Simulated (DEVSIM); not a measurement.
Structure: CdS/CdTe n-p heterojunction, at 350 K.

Layer 1 from the left is CdS, thickness (μm) 0.160, Nd (cm⁻³) 1.2e16, τn (s) 3.6e-10, τp (s) 3.6e-10. Layer 2 from the left is CdTe, thickness (μm) 0.460, Na (cm⁻³) 2.6e15, τn (s) 3.6e-10, τp (s) 3.6e-10.

Left contact: ohmic. Right contact: ohmic. Voltage is applied to the left contact. Recombination: SRH at mid-gap. Mobility is μmin + (μ − μmin)/(1 + (N/Nref)^α).

This is a model device: material constants are rounded textbook-type values typed into the input, and sizes, dopings and lifetimes were drawn at random. Values at 300 K; Nc and Nv go as T^1.5, mobilities as T to minus their exponent, the gap by Varshni's rule with the affinity fixed.

CdS: gap (eV) 2.4, affinity (eV) 4.3, permittivity 9, Nc (cm⁻³) 2.2e18, Nv (cm⁻³) 1.8e19, μn (cm²/Vs) 300, μp (cm²/Vs) 25, μn,min 30, μp,min 3, Nref,n 1e17, Nref,p 1e17, αn 0.6, αp 0.6, T exponent of μn 1.5, T exponent of μp 1.5, Varshni α (eV/K) 0.00039, Varshni β (K) 103. CdTe: gap (eV) 1.5, affinity (eV) 4.28, permittivity 10.2, Nc (cm⁻³) 8e17, Nv (cm⁻³) 1.8e19, μn (cm²/Vs) 1000, μp (cm²/Vs) 80, μn,min 100, μp,min 10, Nref,n 1e17, Nref,p 1e17, αn 0.6, αp 0.6, T exponent of μn 1.7, T exponent of μp 1.5, Varshni α (eV/K) 0.00031, Varshni β (K) 108.

Simulated with DEVSIM: 1D drift-diffusion, Boltzmann statistics, complete ionisation; no tunnelling, impact ionisation, image-force lowering or self-heating. Band offsets follow the typed affinities; no thermionic-emission limit at abrupt steps, no polarisation charge.

**Question.** What does the simulation give for the largest field in the device at zero bias, the dark forward voltage at 100 A/cm²?

**Answer.** largest field in the device at zero bias 31000 V/cm; dark forward voltage at 100 A/cm² 1.026 V.
